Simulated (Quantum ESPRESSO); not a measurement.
Short convergence ladders for MgSc (P4mm, 2 atoms in the cell)

```yaml
crystal:
  lattice:
    - [3.61443, 0.00000, 0.00000]
    - [0.00000, 3.61443, 0.00000]
    - [0.00000, 0.00000, 3.61443]
  atoms:
    - { symbol: Mg, position: [0.00000, 0.00000, 0.01383] }
    - { symbol: Sc, position: [0.50000, 0.50000, 0.50000] }
```

Base method: PBEsol, PseudoDojo standard norm-conserving (PBESOL) pseudopotentials (plane waves; Quantum ESPRESSO).

Base settings: ecutwfc = 85 Ry; occupations = smearing; smearing = gaussian; degauss = 0.0073499 Ry; potentials = {Mg: Mg.upf, Sc: Sc.upf}; K_POINTS = automatic 5 5 5 0 0 0; conv_thr = 1e-10 Ry; mixing_beta = 0.3.

The count of work is k-points × plane waves × bands × iterations; it is no time. 

**Shifted k-point meshes**

Only quantities that move along the ladder and can be compared are tabulated.

```csv
K_POINTS,free energy less the last step's (meV/atom),pressure (GPa),largest difference of a force vector from the last step's (eV/Å),count of work / last
automatic 2 2 2 1 1 1,598.56,-0.74,0.016,0.0017
automatic 4 4 4 1 1 1,-43.16,-1.88,0.006,0.0091
automatic 6 6 6 1 1 1,-2.50,-2.04,0.000,0.033
automatic 8 8 8 1 1 1,-1.53,-2.10,0.000,0.073
automatic 20 20 20 1 1 1,0.00,-2.00,0.000,1.0
```

Coarsest K_POINTS that holds the pressure within 0.2 GPa of the last step, with all finer ones: automatic 4 4 4 1 1 1, at 0.0091 of the last step's count of work; the step before is off by 1.3 GPa.

Coarsest K_POINTS that holds the forces within 0.005 eV/Å of the last step, with all finer ones: automatic 6 6 6 1 1 1, at 0.033 of the last step's count of work; the step before is off by 0.006 eV/Å.

Coarsest K_POINTS that holds the free energy within 5 meV/atom of the last step, with all finer ones: automatic 6 6 6 1 1 1, at 0.033 of the last step's count of work; the step before is off by 43 meV/atom.

**The k-point mesh at a smearing width of 0.05 eV**

In this ladder: degauss = 0.0036749 Ry.

The second cell is the first with its lattice scaled by 0.98.

Only quantities that move along the ladder and can be compared are tabulated.

| K_POINTS | free energy less the last step's (meV/atom) | energy of the compressed cell less the first (meV/atom) | pressure (GPa) | count of work / last |
|---|---|---|---|---|
| automatic 3 3 3 0 0 0 | 59.02 | -6.86 | -2.21 | 0.022 |
| automatic 5 5 5 0 0 0 | -16.43 | -5.01 | -2.05 | 0.057 |
| automatic 7 7 7 0 0 0 | -3.11 | -6.20 | -2.16 | 0.14 |
| automatic 10 10 10 0 0 0 | -0.76 | -5.08 | -2.03 | 0.44 |
| automatic 15 15 15 0 0 0 | 0.00 | -5.00 | -2.02 | 1.0 |

Coarsest K_POINTS that holds the pressure within 0.05 GPa of the last step, with all finer ones: automatic 10 10 10 0 0 0, at 0.44 of the last step's count of work; the step before is off by 0.14 GPa.

Coarsest K_POINTS that holds the free energy within 2 meV/atom of the last step, with all finer ones: automatic 10 10 10 0 0 0, at 0.44 of the last step's count of work; the step before is off by 3.1 meV/atom.

Coarsest K_POINTS that holds the energy of the compressed cell less the first within 0.2 meV/atom of the last step, with all finer ones: automatic 10 10 10 0 0 0, at 0.44 of the last step's count of work; the step before is off by 1.2 meV/atom.

**The SCF threshold**

The mesh stays at the base's, so the ladder's end is converged at best in this setting alone.

Only quantities that move along the ladder and can be compared are tabulated.

| conv_thr | free energy less the last step's (meV/atom) | largest difference of a force vector from the last step's (eV/Å) | count of work / last |
|---|---|---|---|
| 0.0073 Ry | 3.72 | 0.030 | 0.14 |
| 7.3e-05 Ry | 0.00 | 0.003 | 0.43 |
| 7.3e-07 Ry | 0.00 | 0.003 | 0.43 |
| 1e-10 Ry | 0.00 | 0.000 | 0.79 |
| 7.3e-14 Ry | 0.00 | 0.000 | 1.0 |

Coarsest conv_thr that holds the free energy within 2 meV/atom of the last step, with all finer ones: 7.3e-05 Ry, at 0.43 of the last step's count of work; the step before is off by 3.7 meV/atom.

Coarsest conv_thr that holds the forces within 0.02 eV/Å of the last step, with all finer ones: 7.3e-05 Ry, at 0.43 of the last step's count of work; the step before is off by 0.030 eV/Å.

On the base run: the starting cell comes from a database of computed structures (which also holds hypothetical and non-ambient phases and stackings), without a prior relaxation at this level. Its lattice was rescaled by up to half a per cent. One atom was moved a little off its site on purpose. Without a gap this mesh is coarse (it stands for a supercell whose shortest vector is 18 Å).
